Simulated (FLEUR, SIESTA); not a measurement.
A FLEUR input for a self-consistent single point of NiPtF6 (R-3, 8 atoms in the cell) (DFT, PBEsol, all-electron FLAPW (FLEUR), scalar-relativistic valence):

Input of the input generator:

```
scf NiPtF6
&input film=f /
4.5391677181 2.6206892667 8.4109178936
-4.5391677181 2.6206892667 8.4109178936
0.0000000000 -5.2413798451 8.4109174849
1.0
1.0 1.0 1.0

8
28 0.0000000000 0.0000000000 0.0000000000 : 2.00
78 0.5000000000 0.5000000000 0.5000000000 : 0.00
9 0.9038800000 0.2525900000 0.5931100000 : 0.00
9 0.0961200000 0.7474100000 0.4068900000 : 0.00
9 0.5931100000 0.9038800000 0.2525900000 : 0.00
9 0.4068900000 0.0961200000 0.7474100000 : 0.00
9 0.2525900000 0.5931100000 0.9038800000 : 0.00
9 0.7474100000 0.4068900000 0.0961200000 : 0.00

&comp jspins=2 /
&exco xctyp='PBEs' /
&kpt div1=4 div2=4 div3=4 gamma=t /
&end /
```

```xml
<?xml version="1.0" encoding="UTF-8" standalone="no"?>
<fleurInput fleurInputVersion="0.39">
   <comment>
      scf NiPtF6                                                                                          
   </comment>
   <calculationSetup>
      <cutoffs Kmax="4.7" Gmax="16.4" GmaxXC="16.4" numbands="0"/>
      <scfLoop itmax="100" minDistance="0.00001" maxIterBroyd="15" imix="Anderson" alpha="0.05" precondParam="0.0" spinf="2.0"/>
      <coreElectrons ctail="T" frcor="F" kcrel="0" coretail_lmax="0"/>
      <xcFunctional name="PBEs" relativisticCorrections="F"/>
      <magnetism jspins="2"/>
      <soc l_soc="F" theta="0.0" phi="0.0" spav="F"/>
      <expertModes spex="0" secvar="F"/>
      <geometryOptimization l_f="T" forcealpha="1.0" forcemix="BFGS" epsdisp="0.00001" epsforce="0.00001"/>
      <ldaU l_linMix="F" mixParam="0.05" spinf="1.0"/>
   </calculationSetup>
   <cell>
      <bzIntegration valenceElectrons="74.0" mode="hist" fermiSmearingEnergy="0.00073499">
         <kPointListSelection listName="default-1"/>
         <!-- k-points included here -->
         <xi:include xmlns:xi="http://www.w3.org/2001/XInclude" href="kpts.xml"> </xi:include>
      </bzIntegration>
      <!-- symmetry operations included here -->
      <xi:include xmlns:xi="http://www.w3.org/2001/XInclude" href="sym.xml"> </xi:include>
      <bulkLattice scale="1.0">
         <bravaisMatrix>
            <row-1>    4.5391677180999999     2.6206892666999999     8.4109178936000006</row-1>
            <row-2>   -4.5391677180999999     2.6206892666999999     8.4109178936000006</row-2>
            <row-3>    0.0000000000000000    -5.2413798451000000     8.4109174849000006</row-3>
         </bravaisMatrix>
      </bulkLattice>
   </cell>
   <atomSpecies>
      <species name="Nickel (Ni2.000" element="Ni" atomicNumber="28">
         <mtSphere radius="2.24" gridPoints="773" logIncrement="0.016"/>
         <atomicCutoffs lmax="8" lnonsphr="6"/>
         <electronConfig flipSpins="F">
            <coreConfig>(1s1/2) (2s1/2) (2p1/2) (2p3/2) (3s1/2)</coreConfig>
            <valenceConfig>(3p1/2) (3p3/2) (4s1/2) (3d3/2) (3d5/2)</valenceConfig>
            <stateOccupation state="(3d3/2)" spinUp="2.0" spinDown="1.2"/>
            <stateOccupation state="(3d5/2)" spinUp="3.0" spinDown="1.8"/>
         </electronConfig>
         <energyParameters s="4" p="4" d="3" f="4"/>
         <lo type="SCLO" l="1" n="3" eDeriv="0"/>
      </species>
      <species name="Platinum (Pt)" element="Pt" atomicNumber="78">
         <mtSphere radius="2.21" gridPoints="763" logIncrement="0.017"/>
         <atomicCutoffs lmax="8" lnonsphr="6"/>
         <electronConfig flipSpins="F">
            <coreConfig>(1s1/2) (2s1/2) (2p1/2) (2p3/2) (3s1/2) (3p1/2) (3p3/2) (4s1/2) (3d3/2) (3d5/2) (4p1/2) (4p3/2) (5s1/2) (4d3/2) (4d5/2) (4f5/2) (4f7/2)</coreConfig>
            <valenceConfig>(5p1/2) (5p3/2) (6s1/2) (5d3/2) (5d5/2)</valenceConfig>
            <stateOccupation state="(6s1/2)" spinUp="0.5" spinDown="0.5"/>
            <stateOccupation state="(5d3/2)" spinUp="1.8" spinDown="1.8"/>
            <stateOccupation state="(5d5/2)" spinUp="2.7" spinDown="2.7"/>
         </electronConfig>
         <energyParameters s="6" p="6" d="5" f="5"/>
         <lo type="SCLO" l="1" n="5" eDeriv="0"/>
      </species>
      <species name="Fluorine (F)" element="F" atomicNumber="9">
         <mtSphere radius="1.24" gridPoints="431" logIncrement="0.024"/>
         <atomicCutoffs lmax="6" lnonsphr="4"/>
         <electronConfig flipSpins="F">
            <coreConfig>(1s1/2)</coreConfig>
            <valenceConfig>(2s1/2) (2p1/2) (2p3/2)</valenceConfig>
            <stateOccupation state="(2p1/2)" spinUp="0.8333333333" spinDown="0.8333333333"/>
            <stateOccupation state="(2p3/2)" spinUp="1.666666667" spinDown="1.666666667"/>
         </electronConfig>
         <energyParameters s="2" p="2" d="3" f="4"/>
      </species>
   </atomSpecies>
   <atomGroups>
      <atomGroup species="Nickel (Ni2.000">
         <relPos label="                   1">.0000000000 .0000000000 .0000000000</relPos>
         <force calculate="T" relaxXYZ="TTT"/>
      </atomGroup>
      <atomGroup species="Platinum (Pt)">
         <relPos label="                   2">1.000/2.000 1.000/2.000 1.000/2.000</relPos>
         <force calculate="T" relaxXYZ="TTT"/>
      </atomGroup>
      <atomGroup species="Fluorine (F)">
         <relPos label="                   3">-.0961200000 .2525900000 -.4068900000</relPos>
         <relPos label="                   4">.0961200000 -.2525900000 .4068900000</relPos>
         <relPos label="                   5">-.4068900000 -.0961200000 .2525900000</relPos>
         <relPos label="                   6">.4068900000 .0961200000 -.2525900000</relPos>
         <relPos label="                   7">.2525900000 -.4068900000 -.0961200000</relPos>
         <relPos label="                   8">-.2525900000 .4068900000 .0961200000</relPos>
         <force calculate="T" relaxXYZ="TTT"/>
      </atomGroup>
   </atomGroups>
   <output dos="F" band="F" slice="F">
      <checks vchk="F" cdinf="F"/>
      <bandDOS minEnergy="-.5*Htr" maxEnergy="0.5*Htr" sigma="0.015" storeEVData="T"/>
      <vacuumDOS vacdos="F" integ="F" star="F" nstars="0" locx1="0.0" locy1="0.0" locx2="0.0" locy2="0.0" nstm="0" tworkf="0.0"/>
      <unfoldingBand unfoldBand="F" supercellX="1" supercellY="1" supercellZ="1"/>
      <plotting iplot="0" polar="F">
         <plot TwoD="T" vec1="  1.0  0.0  0.0" vec2="  0.0  1.0  0.0" vec3="  0.0  0.0  1.0" zero="  0.0  0.0  0.0" file="plot"/>
      </plotting>
      <chargeDensitySlicing numkpt="0" minEigenval="0.0" maxEigenval="0.0" nnne="0" pallst="F"/>
      <specialOutput eonly="F"/>
      <magneticCircularDichroism mcd="F" energyLo="-10.0" energyUp="0.0"/>
   </output>
  <!-- We include the file relax.xml here to enable relaxations (see documentation) -->
  <xi:include xmlns:xi="http://www.w3.org/2001/XInclude" href="relax.xml"> <xi:fallback/> </xi:include>
</fleurInput>
```

Q: Give the SIESTA input for the same structure, mesh, smearing and functional.

A: One input that does it (others would too):

```
# files in the folder: Ni.psml Pt.psml F.psml (PseudoDojo PBEsol standard)
SystemName  NiPtF6
SystemLabel siesta

NumberOfAtoms                8
NumberOfSpecies              3
%block ChemicalSpeciesLabel
  1 28 Ni
  2 78 Pt
  3 9 F
%endblock ChemicalSpeciesLabel
LatticeConstant              1.0 Ang
%block LatticeVectors
     2.402024000    1.386809000    4.450866000
    -2.402024000    1.386809000    4.450866000
     0.000000000   -2.773619000    4.450866000
%endblock LatticeVectors
AtomicCoordinatesFormat      ScaledCartesian
%block AtomicCoordinatesAndAtomicSpecies
     0.000000000    0.000000000    0.000000000  1
     0.000000000   -0.000000500    6.676299000  2
     1.564414211   -0.041258161    7.787146136  3
    -1.564414211    0.041257161    5.565451864  3
    -0.746476998    1.375450782    7.787146136  3
     0.746476998   -1.375451782    5.565451864  3
    -0.817937212   -1.334194370    7.787146136  3
     0.817937212    1.334193370    5.565451864  3
%endblock AtomicCoordinatesAndAtomicSpecies

XC.functional                GGA
XC.authors                   PBEsol
PAO.BasisSize                DZP
PAO.EnergyShift              0.01 Ry
MeshCutoff                   350 Ry
%block kgrid.MonkhorstPack
    4   0   0  0.0
    0   4   0  0.0
    0   0   4  0.0
%endblock kgrid.MonkhorstPack
OccupationFunction           FD
ElectronicTemperature        0.02 eV
Spin                         polarized
%block DM.InitSpin
  1 +2.00
  2 +0.00
  3 +0.00
  4 +0.00
  5 +0.00
  6 +0.00
  7 +0.00
  8 +0.00
%endblock DM.InitSpin

MaxSCFIterations             150
SCF.Mixer.Method             Broyden
SCF.Mixer.Weight             0.1
SCF.Mixer.History            6
SCF.DM.Tolerance             1.0E-05
Diag.ParallelOverK           true
WriteForces                  true
Charge.Mulliken              end
```

Basis settings and potentials, where a program has them, do not carry over. This input uses DFT, GGA PBEsol, numerical atomic orbitals DZP, PseudoDojo PBEsol standard norm-conserving potentials (rewritten from UPF to PSML).

The starting cell comes from a database of computed structures (which also holds hypothetical and non-ambient phases and stackings), without a prior relaxation at this level. For this run, on top of that: lattice scaled by 0.98.
